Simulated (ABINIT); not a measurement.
A self-consistent single point of Mg₂Zn (P6_3/mmc, 6 atoms in the cell) with ABINIT.

Level of theory: LDA (PW92), PAW (JTH v2.0 LDA PAW) (plane waves; ABINIT 10.0.3).

The change in words: lattice scaled by 0.98. Reference geometry:
```
Mg2Zn
1.0
    3.08820     0.00000     0.00000
   -1.54410     2.67446     0.00000
    0.00000     0.00000    14.52655
Mg Zn
4 2
Direct
  0.33333   0.66667   0.40818
  0.66667   0.33333   0.59182
  0.66667   0.33333   0.90818
  0.33333   0.66667   0.09182
  0.66667   0.33333   0.25000
  0.33333   0.66667   0.75000
```

Reference input (self-consistent single point, DFT, LDA (PW92), plane waves, PAW (JTH v2.0 LDA PAW)): pseudos = [Mg.LDA_PW-JTH.xml, Zn.LDA_PW-JTH.xml]; ecut = 30 Ha; pawecutdg = 60 Ha; pawxcdev = 0; ixc = 7; occopt = 7; tsmear = 0.00499791 Ha; ngkpt = 10 10 2; nshiftk = 1; shiftk = 0 0 0; potentials = JTH v2.0 LDA PAW; nband = 41. This run's input differs from it in these lines:

```diff
@@ -5,5 +5,5 @@
 rprim
-         3.0882002009   -0.0000000466    0.0000000000
-        -1.5441000601    2.6744598493    0.0000000000
-         0.0000000000    0.0000000000   14.5265500000
+         3.0264363124   -0.0000000725    0.0000000000
+        -1.5132180934    2.6209707657    0.0000000000
+         0.0000000000    0.0000000000   14.2360190000
 natom 6
@@ -13,8 +13,8 @@
 xcart
-         0.0000000509    3.3693310683   11.2050312387
-         2.9179263243    1.6846654901   16.2461697969
-         2.9179263243    1.6846654901   24.9306317566
-         0.0000000509    3.3693310683    2.5205692791
-         2.9179263243    1.6846654901    6.8628002589
-         0.0000000509    3.3693310683   20.5884007768
+         0.0000000791    3.3019445729   10.9809306140
+         2.8595679216    1.6509722180   15.9212464010
+         2.8595679216    1.6509722180   24.4320191215
+         0.0000000791    3.3019445729    2.4701578935
+         2.8595679216    1.6509722180    6.7255442537
+         0.0000000791    3.3019445729   20.1766327612
 ecut 30
```

Output (repeated stretches shortened):

```
--- !BeginCycle
solver: {iscf: 17, nstep: 50, nline: 4, wfoptalg: 10, }
tolerances: {tolvrs: 1.00E-12, }
...

     iter   Etot(hartree)      deltaE(h)  residm     nres2
 ETOT  1  -378.39253800185    -3.784E+02 4.316E+00 1.007E+01
 ETOT  2  -382.99237109930    -4.600E+00 6.860E-01 2.004E+00
 ETOT  3  -382.99553015618    -3.159E-03 2.892E-01 5.503E-01
 ETOT  4  -382.99536456989     1.656E-04 3.864E-01 4.193E-01
 ETOT  5  -382.99479675206     5.678E-04 1.354E-02 1.608E-01
   [... 12 lines left out ...]
 ETOT 18  -382.99432358518    -5.116E-12 1.969E-03 5.432E-10
 ETOT 19  -382.99432358518     3.979E-13 8.117E-04 4.755E-11
 ETOT 20  -382.99432358518     8.527E-13 1.714E-03 9.705E-12
 ETOT 21  -382.99432358518    -1.648E-12 6.824E-04 9.505E-13
 At SCF step   21       nres2   =  9.51E-13 < tolvrs=  1.00E-12 =>converged.

 Cartesian components of stress tensor (hartree/bohr^3)
  sigma(1 1)=  1.36817884E-05  sigma(3 2)=  0.00000000E+00
  sigma(2 2)=  1.36817886E-05  sigma(3 1)=  0.00000000E+00
  sigma(3 3)=  5.61348809E-05  sigma(2 1)= -3.22405431E-14

 ----iterations are completed or convergence reached----

 reduced coordinates (array xred) for    6 atoms
       0.333333331152      0.666666664489      0.408179997123
       0.666666664485      0.333333331156      0.591819998504
       0.666666664485      0.333333331156      0.908179997123
       0.333333331152      0.666666664489      0.091819998504
       0.666666664485      0.333333331156      0.249999997813
       0.333333331152      0.666666664489      0.749999997813
 cartesian forces (eV/Angstrom) at end:
   [... lines left out ...]
 Fermi (or HOMO) energy (hartree) =   0.23803   Average Vxc (hartree)=  -0.34220
   [... lines left out ...]
'-kT*entropy'       : -1.04757178181878E-03
total_energy        : -3.82994323462896E+02
total_energy_eV     : -1.04218055519499E+04
...

-Cartesian components of stress tensor (GPa)         [Pressure= -8.1887E-01 GPa]
- sigma(1 1)=  4.02532046E-01  sigma(3 2)=  0.00000000E+00
- sigma(2 2)=  4.02532049E-01  sigma(3 1)=  0.00000000E+00
- sigma(3 3)=  1.65154494E+00  sigma(2 1)= -9.48549365E-10

 Calculation completed.
```

The run converged in 21 iterations. Against the reference run the free energy falls by 15.0 meV/atom, the pressure goes from -3.27 to -0.82 GPa and the largest force goes from 0.166 to 0.131 eV/Å.

The starting cell comes from a database of computed structures (which also holds hypothetical and non-ambient phases and stackings), without a prior relaxation at this level. For this run, on top of that: lattice scaled by 0.98.

Cost on one core of a shared machine: roughly 6 min.
